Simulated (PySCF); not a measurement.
PySCF 2.14.0, PBE/def2-svpd, df: Hf(F)2(Me)2 ([CH3][Hf]([CH3])([F])[F]), 11 atoms. The geometry is a generated start, not checked to be a minimum at this level.

```
Item                                                 Value
-------------------------  -------------------------------
task                                                energy
method                                                 pbe
basis                                            def2-svpd
two-electron scheme                        density fitting
mol.max_memory                                     3000 MB
mf.max_cycle                                           100
mf.init_guess                              minao (default)
mf.conv_tol                                1e-09 (default)
mf.grids.level                                 3 (default)
effective core potentials  those of the basis set, past Kr
basis functions                                        169
grid points                                         139400
```

```xyz
11

Hf     0.4247    -0.0029     0.0513
F      1.8442     0.8918    -0.8915
F      1.4411    -0.9742     1.3642
C     -0.2535    -1.6045    -1.3622
H     -1.1103    -1.4414    -2.0299
H     -0.4453    -2.5629    -0.8575
H      0.6158    -1.7849    -2.0227
C     -0.5411     1.6264     1.2459
H      0.3041     2.2617     1.5626
H     -1.0196     1.2888     2.1752
H     -1.2601     2.3021     0.7646
```

Charge 0 and multiplicity 1 are set for this test and not shown to be the ground state.

With the defaults (mf.DIIS = CDIIS, mf.diis = true, mf.diis_space = 8, mf.level_shift = 0, mf.damp = 0, mf.diis_start_cycle = 1, mf.diis_damp = 0) it converges in 13 Fock builds. One run each on 2 threads, 1 BLAS thread, with these changes:
- mf.level_shift = 1 Hartree
- mf.damp = 0.7, mf.diis_start_cycle = 8
- mf.level_shift = 0.3 Hartree
- mf.diis_space = 5
- mf.diis = false
- mf.DIIS = ADIIS
- mf.diis_space = 3
- mf.DIIS = EDIIS
- mf.diis_damp = 0.3

Question: Which of these changes keep the SCF from converging, or lead it to another solution?

Answer: No convergence: mf.DIIS = EDIIS; mf.diis = false (the run ends without SCF convergence in 100 cycles). The rest reach the solution of the defaults.

| setting | Fock builds | end |
|---|---|---|
| mf.diis_damp = 0.3 | 12 | same solution |
| the defaults | 13 | same solution |
| mf.diis_space = 5 | 15 | same solution |
| mf.damp = 0.7, mf.diis_start_cycle = 8 | 16 | same solution |
| mf.level_shift = 0.3 Hartree | 19 | same solution |
| mf.diis_space = 3 | 26 | same solution |
| mf.DIIS = ADIIS | 26 | same solution |
| mf.level_shift = 1 Hartree | 48 | same solution |
| mf.DIIS = EDIIS | 101 | no convergence |
| mf.diis = false | 101 | no convergence |
